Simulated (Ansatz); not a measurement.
PtS2 (P-3m1), r2SCAN+D4 with spin-orbit coupling, rigid bands in Ansatz (an electronic-structure program): N_v = 1.43e20 cm⁻³ at 300 K and a hole conductivity mass of 0.782 mₑ along y (a = (3.55, 0.00, 0.00) Å; b = (-1.78, 3.07, 0.00) Å; c = (0.00, 0.00, 5.21) Å).

Problem. For 1e16 holes per cm³ at 300 K, place the Fermi level, estimate the Seebeck coefficient of a parabolic band with constant τ, and give mobility and conductivity for τ = 5 fs.

Solution. The level lies k_BT ln(N_v/p) = 0.247 eV above the valence-band maximum. S ≈ +(k_B/e)[ln(N_v/p) + 5/2] = 1040 μV/K, against 1036 μV/K from the full bands (mean over directions). μ = eτ/m = 11.2 cm²/(V·s) and σ = peμ = 0.0180 S/cm. τ is assumed, not computed.

Band transport and this doping are assumed; polarons and phonon drag are left out. Geometry: cell and atoms relaxed with r2SCAN+D4.

Computed structure with no diffraction record at hand here (it may be known, metastable or hypothetical): PtS2 (P-3m1).
